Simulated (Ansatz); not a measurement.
Input and output of a self-consistent single point for CsH (P4mm, 2 atoms in the cell) (Ansatz, a first-principles code).

Method: LDA (PW92), default PAW files made with PBE (plane waves; Ansatz).

```
CsH
1.0
    3.79932     0.00000     0.00000
    0.00000     3.79932     0.00000
    0.00000     0.00000     3.79932
Cs H
1 1
Cartesian
  0.00000   0.00000   0.05000
  1.89966   1.89966   1.89966
```

Reference input (self-consistent single point, DFT, LDA (PW92), plane waves, default PAW files made with PBE): basis.ecutwfc = 420 eV; kpoints.mp_grid.grid = 7 7 7; hamiltonian.xc = lda; hamiltonian.pseudopotentials = {kind: paw} (the program's default PAW files); scf.occupations.method = fixed. This run's input differs from it in these lines:

Ansatz 0.2 input:
```diff
@@ -12,3 +12,3 @@
 kpoints:
-  mp_grid: { grid: [7, 7, 7] }
+  mp_grid: { grid: [8, 8, 8] }
 hamiltonian:
```

Output (repeated stretches shortened):

```
SCF iter   1: F=—  HF=-5520.933927 eV  |F-HF|=—  |Δ(HF+E_count)|=         —  Δρ=8.78e-3  dr2=5.11e-2  ethr=1.77e-3  ⟨swp⟩=4.1  Hψ=4297  notcnv=0  defer=131
all-band conjugate gradients solve this SCF's bands
preconditioner: auto → none
SCF iter   2: F=—  HF=-5520.915773 eV  |F-HF|=—  |Δ(HF+E_count)|=   1.82e-2  Δρ=1.50e-3  dr2=1.04e-3  ethr=5.11e-4  ⟨swp⟩=2.0  Hψ=1420  notcnv=0  defer=144
SCF iter   3: F=—  HF=-5520.915567 eV  |F-HF|=—  |Δ(HF+E_count)|=   2.05e-4  Δρ=5.97e-4  dr2=1.34e-4  ethr=1.04e-5  ⟨swp⟩=2.0  Hψ=848  notcnv=0  defer=148
SCF iter   4: F=—  HF=-5520.915562 eV  |F-HF|=—  |Δ(HF+E_count)|=   5.47e-6  Δρ=8.63e-5  dr2=1.75e-6  ethr=1.34e-6  ⟨swp⟩=2.1  Hψ=1023  notcnv=0  defer=97
SCF iter   5: F=—  HF=-5520.915562 eV  |F-HF|=—  |Δ(HF+E_count)|=   3.67e-7  Δρ=1.44e-5  dr2=1.25e-7  ethr=1.75e-8  ⟨swp⟩=2.0  Hψ=976  notcnv=0  defer=30
SCF iter   6: F=-5520.915562 eV  HF=-5520.915562 eV  |F-HF|=2.67e-10  |Δ(HF+E_count)|=   6.05e-8  Δρ=1.36e-6  dr2=1.04e-9  ethr=1.00e-9  ⟨swp⟩=6.4  Hψ=4192  notcnv=0
SCF 1 converged in 6 iterations: F = -5520.915562 eV  dr2 = 1.04e-9
Free energy (F): -5520.915562 eV
Internal energy: -5520.915562 eV  (E = F + TS)
E sigma→0 (E₀):  -5520.915562 eV
Fermi energy:    4.317377 eV
--- Forces (eV/Å), atoms counted from 1 ---
  atom   1  Cs    -0.00000000     0.00000000    -0.01610801
  atom   2  H     -0.00000000     0.00000000     0.01610796
--- Stress (GPa, compression-positive) ---
       -1.795360       0.000000      -0.000000
        0.000000      -1.795360       0.000000
       -0.000000       0.000000      -1.791522
  P = ⅓ Tr σ = -1.7941 GPa (-17.941 kbar)
  The stress holds the Pulay correction. Without it, at fixed plane waves, as pw.x and ABINIT print it: P = -1.8200 GPa
```

The run converged in 6 iterations. Against the reference run the free energy stays essentially unchanged (within 1 meV/atom), the pressure stays at -1.79 GPa, the largest force stays at 0.016 eV/Å and the gap on the mesh goes from 2.795 to 2.338 eV.

The starting cell comes from a database of computed structures (which also holds hypothetical and non-ambient phases and stackings), without a prior relaxation at this level. Its lattice was rescaled by up to half a per cent. One atom was moved a little off its site on purpose. Ansatz's pressure includes its estimate of the finite-basis (Pulay) stress.
